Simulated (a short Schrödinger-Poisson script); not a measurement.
System: single GaAs/Al0.15Ga0.85As quantum well.

```csv
layer,material,thickness (nm)
1,Al0.15Ga0.85As,20
2,GaAs,10
3,Al0.15Ga0.85As,20
```

Constants are typed, rounded textbook-type inputs, not results; the design itself was drawn at random and stands for no fabricated device. GaAs: direct gap (eV) 1.424, conduction-band edge (eV) 0, electron mass (mₑ) 0.067, heavy-hole mass 0.377, light-hole mass 0.09. Al0.15Ga0.85As: direct gap (eV) 1.611, conduction-band edge (eV) 0.118, electron mass (mₑ) 0.0795, heavy-hole mass 0.392, light-hole mass 0.1035.

The valence-band edge of each layer lies one gap below its conduction-band edge. The electron's potential energy rises along the stack by the applied field. Mesh 0.03 nm at interfaces.

Q: Estimate e1 and hh1 for infinitely high walls at zero field, and compare with the finite well.

A: ħ²π²/(2mL²) gives 56.1 meV for the electron and 10.0 meV for the heavy hole. The finite well gives 25.3 and 6.4 meV, 0.45 and 0.64 of the estimates, as the states reach into the barriers (7 % of e1 lies outside the well).

From a short Schrödinger-Poisson script (our own, NumPy): one-band effective-mass equation with BenDaniel-Duke matching, electrons, heavy and light holes apart, hard walls at the outer ends, one valence edge for both holes (no strain splitting), no charge, excitons, band mixing or non-parabolicity; under a field the levels are quasi-bound states of a box, listed while three quarters of their weight lies within 4 nm of the wells.
